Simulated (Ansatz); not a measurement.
**Response to strain in hypothetical diamond Ti**

Consider Ti in the diamond structure (space group Fd-3m, No. 227; a hypothetical phase, not in the database extracts checked; relaxed with 0.1 eV smearing).

```
Ti
1.0
    0.00000     2.76576     2.76576
    2.76576     0.00000     2.76576
    2.76576     2.76576     0.00000
Ti
2
Direct
  0.25000   0.25000   0.25000
  0.00000   0.00000   0.00000
```

Cartesian axes are those of the cell as printed.

Strains are applied to the cell and any free atomic positions relax; under biaxial strain the out-of-plane vector relaxes too; under stress the whole cell relaxes.

The values are results of Kohn–Sham DFT with the PBEsol functional, run in Ansatz (a quantum-chemistry and plane-wave program) with PAW and 420 eV plane waves, without spin-orbit coupling, not measurements.

Notes on the quantities. energy relative to the base: free energy F; pressure: mean of the normal stresses, compression positive.

| change | energy relative to the base | pressure | volume per atom | space group |
|---|---|---|---|---|
| base | 0 meV/atom | 0.0 GPa | 21.16 Å³ | Fd-3m (No. 227) |
| biaxial strain −1.67 %, plane normal [001], relaxed out of plane | -0.278 eV/atom | -10.4 GPa | 28.38 Å³ | I4_1/amd (No. 141) |
| biaxial strain −1.64 %, plane normal [001], relaxed out of plane | -0.276 eV/atom | -10.4 GPa | 28.39 Å³ | I4_1/amd (No. 141) |
| biaxial strain +1.18 %, plane normal [110], relaxed out of plane | – | 16.1 GPa | 16.22 Å³ | Cmmm (No. 65) |
| uniaxial strain ε_yy = −4.21 % | -11 meV/atom | 1.4 GPa | 20.27 Å³ | I4_1/amd (No. 141) |
| uniaxial stress, 8 GPa tension along z | -1.961 eV/atom | – | 17.59 Å³ | I4_1/amd (No. 141) |
| tensor shear ε_yz = +3.00 % | -0.842 eV/atom | -1.1 GPa | 21.14 Å³ | – |

A biaxial case was relaxed in a doubled cell and then solved in the primitive one. Beyond what the load breaks, stability against distortions was not tested. The final runs are not spin-polarised. Under biaxial strain −1.67 %, plane normal [001], relaxed out of plane, biaxial strain −1.64 %, plane normal [001], relaxed out of plane and biaxial strain +1.18 %, plane normal [110], relaxed out of plane and more the cell ends below the base's energy or with stress of the wrong sign: the atoms slid into a distortion or the cell is elastically unstable, so the base is not a stable minimum at this level. Ti has a high density of states at the Fermi level and may be magnetic at this level. Under uniaxial stress, 8 GPa tension along z the cell changed shape so far that it is another structure.
